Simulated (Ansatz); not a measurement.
Input and output of a relaxation of cell and atoms for SrAl2 (Imma, 6 atoms in the cell) (Ansatz, a quantum-chemistry and plane-wave program).

Method of the run: PBEsol, default PAW files made with PBE (plane waves; Ansatz).

The change in words: atoms on their sites; basis.ecutwfc: 420 eV → 250 eV; relax: default → cell and atoms. Reference geometry:
```
CELL_PARAMETERS angstrom
     -2.39199     3.94112     3.93289
      2.39199    -3.94112     3.93289
      2.39199     3.94112    -3.93289
ATOMIC_POSITIONS crystal
  Sr 0.30669 0.55669 0.75000
  Sr 0.69967 0.44967 0.25000
  Al 0.27083 0.83937 0.43146
  Al 0.72917 0.16063 0.56854
  Al 0.90791 0.83937 0.06854
  Al 0.09209 0.16063 0.93146
```

Reference input (self-consistent single point, DFT, PBEsol, plane waves, default PAW files made with PBE): basis.ecutwfc = 420 eV; kpoints.mp_grid.grid = 5 5 5; hamiltonian.xc = pbesol; hamiltonian.pseudopotentials = {kind: paw} (the program's default PAW files); scf.occupations.method = gaussian; scf.occupations.width = 0.1 eV. This run's input differs from it in these lines:

Ansatz 0.2 input:
```diff
@@ -7,3 +7,3 @@
   atoms:
-    - { symbol: Sr, position_ang: [2.391985, 1.970562, 0.445888] }
+    - { symbol: Sr, position_ang: [2.391985, 1.970562, 0.395885] }
     - { symbol: Sr, position_ang: [0.000000, 1.970563, 3.537007] }
@@ -14,3 +14,3 @@
 basis:
-  ecutwfc: 420.0
+  ecutwfc: 250.0
 kpoints:
@@ -26,2 +26,4 @@
     width: 0.1
+relax:
+  cell: {}
 output:
```

Output, abridged:

```
   [... SCF lines of the steps left out ...]
relax step   1: F+E_penalty+E_count = -9083.64382846 eV  Δ(F+E_penalty+E_count) = +0.000e0 eV  max|allowed force component| = 6.948e-2 eV/Å  Δτ_max = 0.0000 Å  P = -0.187 GPa  Ω = 148.303 Å³  (7 SCF iters, dr2 threshold 1.00e-7 eV, accepted)
relax step   2: F+E_penalty+E_count = -9083.66139203 eV  Δ(F+E_penalty+E_count) = -1.756e-2 eV  max|allowed force component| = 1.983e-2 eV/Å  Δτ_max = 0.0230 Å  P = +0.077 GPa  Ω = 147.532 Å³  energy of the carried Pulay correction = +1.244e-2 eV  [...]
   [... lines left out ...]
relax step   5: F+E_penalty+E_count = -9083.64859958 eV  Δ(F+E_penalty+E_count) = -1.495e-3 eV  max|allowed force component| = 2.434e-4 eV/Å  Δτ_max = 0.0018 Å  P = -0.001 GPa  Ω = 147.737 Å³  energy of the carried Pulay correction = +1.390e-3 eV  [...]
relax step   6: F+E_penalty+E_count = -9083.64696874 eV  Δ(F+E_penalty+E_count) = +1.631e-3 eV  max|allowed force component| = 1.660e-3 eV/Å  Δτ_max = 0.0000 Å  P = -0.002 GPa  Ω = 147.737 Å³  stress off target by 2.09e-2 GPa  SCF on the basis [...]
basis re-selected at this cell: Δ(F+E_penalty+E_count) = +1.631e-3 eV, ΔP = -0.002 GPa vs the last step
the relaxation is at rest under the 8 symmetry operations that the run kept from its start: a minimum is not shown …
Free energy (F): -9083.646969 eV
Internal energy: -9083.636873 eV  (E = F + TS)
E sigma→0 (E₀):  -9083.641921 eV
Entropy (-TS):   -0.010096 eV (-1.683 meV/atom)
Fermi energy:    7.302267 eV
--- Forces (eV/Å), atoms counted from 1 ---
  atom   1  Sr    -0.00000000    -0.00000000     0.00052013
   [... lines left out ...]
  cell:  # Å, volume = 147.7367 Å³
   [... lines left out ...]
    - { symbol: Al, position: [0.2732268848371349, 0.8385571611167445, 0.4346697237203903] }
    - { symbol: Al, position: [0.7267731151628652, 0.16144283888325553, 0.5653302762796097] }
    - { symbol: Al, position: [0.9038874373963541, 0.8385571611167446, 0.0653302762796096] }
    - { symbol: Al, position: [0.09611256260364592, 0.1614428388832554, 0.9346697237203905] }
```

The run converged. 

Summary of the result:
- Free energy E − TS (on the zero of these files): -9083.6470 eV
- Fermi level (on the code's own zero): 7.30 eV
- Pressure: 0.00 GPa
- Largest force (vector length): 0.002 eV/Å
- Final cell: a = 6.054 Å, b = 6.054 Å, c = 6.054 Å, α = 133.55°, β = 99.58°, γ = 98.31°
- Final volume per atom: 24.62 Å³
- Relaxation steps: 6

The starting cell comes from a database of computed structures (which also holds hypothetical and non-ambient phases and stackings), without a prior relaxation at this level. Its lattice was rescaled by up to half a per cent. The relaxation keeps the symmetry of its start, so its end need not be a minimum. Ansatz's pressure includes its estimate of the finite-basis (Pulay) stress. Without the estimate this run gives -2.60 GPa. The cutoff lies below the one recommended for these files.
